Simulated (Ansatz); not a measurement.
Take ZnS in the zinc blende structure (space group F-43m, No. 216; a = 5.389 Å) as the base. Axes: x, y, z lie along the cube axes.

The values are results of r2SCAN/PAW in Ansatz (a program for electronic structure), no spin-orbit coupling, not measurements.

For the base:

The valley order comes out as Γ 2.70 eV; X along ⟨100⟩ 3.71 eV; L along ⟨111⟩ 3.82 eV. The valence-band top at Γ is 0.00, 0.00, 0.00 eV.

It is then changed as follows: the cell is stretched by 0.50 % along z with no lateral relaxation, atoms relaxed at fixed cell.

Task: Estimate the effect on the valley order.

Result: The valley order (the lowest conduction-band minima on the path, energy above the VBM, named in the base's zone) becomes Γ 2.67 eV; X along [010] 3.70 eV; X along [001] 3.73 eV; L along [111] 3.81 eV (base: Γ 2.70 eV; X along ⟨100⟩ 3.71 eV; L along ⟨111⟩ 3.82 eV).

Task: How does this affect the stress?

Result: The stress (xx, yy, zz, yz, xz, xy; compression positive) is (-0.32, -0.32, -0.54, 0.00, 0.00, 0.00) GPa.

Task: How does this affect the valence-band top at Γ?

Result: The valence-band top at Γ (three highest levels, from the VBM) becomes 0.00, 0.00, -0.02 eV (base: 0.00, 0.00, 0.00 eV).

The levels and masses belong to the bands next to the band gap. The cells carry an imposed strain or load. Stability against distortions was not tested.
